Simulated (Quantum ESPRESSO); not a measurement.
**σxx against uniaxial strain in diamond-structure Ge (space group 227): C11 (Quantum ESPRESSO, LDA)**

```yaml
crystal:
  lattice:
    - [0.00000, 2.81063, 2.81063]
    - [2.76847, 0.00000, 2.81063]
    - [2.76847, 2.81063, 0.00000]
  atoms:
    - { symbol: Ge, position: [0.50000, 0.50000, 0.50000] }
    - { symbol: Ge, position: [0.75000, 0.75000, 0.75000] }
```

Computed with LDA (PZ), GBRV 1.5 ultrasoft (LDA) pseudopotentials (plane waves; Quantum ESPRESSO). Settings: ecutwfc = 65 Ry; ecutrho = 325 Ry; occupations = smearing; smearing = fd; degauss = 0.000734986 Ry; potentials = {Ge: ge_lda_v1.4.uspp.F.UPF}; K_POINTS = automatic 12 12 12 0 0 0; conv_thr = 1e-10 Ry; mixing_beta = 0.3. The cell above is the first row's. The rows stretch one cube axis (x) by the strain ε and hold the other two. Stress is positive in tension. In all rows fractional positions and the k mesh are held.

```csv
ε (%),σxx (GPa)
-1.5,-1.82
-1.0,-1.19
-0.5,-0.56
0.0,0.03
0.5,0.63
1.0,1.23
1.5,1.82
2.0,?
```

Fit σxx of the 7 rows that show it with a parabola. Least squares gives σxx = 0.036 + 1.2107·ε - 0.0157·ε². Residuals (row less fit): -0.005, 0.000, 0.013, -0.006, -0.007, -0.001, 0.003; standard error 0.009 (degrees of freedom: 4). The slope at ε = 0, 1.2107 GPa per cent, gives C11 ≈ 100 × 1.2107 = 121 GPa, for the static lattice.

**Question.** Estimate the missing σxx (ε = 2.0); what did the run itself give?

**Answer.** σxx = 0.036 + 1.2107 × 2.0 - 0.0157 × 2.0² = 2.395 GPa. The calculation gives 2.39 GPa, which the fit meets to the printed digits. The row lies outside the fitted rows, so this is an extrapolation. From the scatter of the fitted rows alone, a prediction at this place has a standard error of 0.016 GPa, so the miss is 0.3 times that.

Carrying the step between the two nearest rows on in a straight line would have given 2.41, off by 0.02; series whose last step already gives the withheld value aren't shown. The reference cell has the volume at which an earlier scan in this program and functional put its minimum by a fit. The runs keep the symmetry of the cell, so they don't test it for distortions. The unstrained cell stands at a pressure of -0.03 GPa, and the constants belong to that pressure. By symmetry this strain leaves no force on the atoms; the largest in the rows is 0.000 eV/Å. Cutoffs and mesh are single choices, not tested for convergence of this quantity. Series with a scatter that would blur these digits, or in which a gap closes, are not shown. Strain series were run only where this level's volume lies within 10 % of a first guess from the measured size.
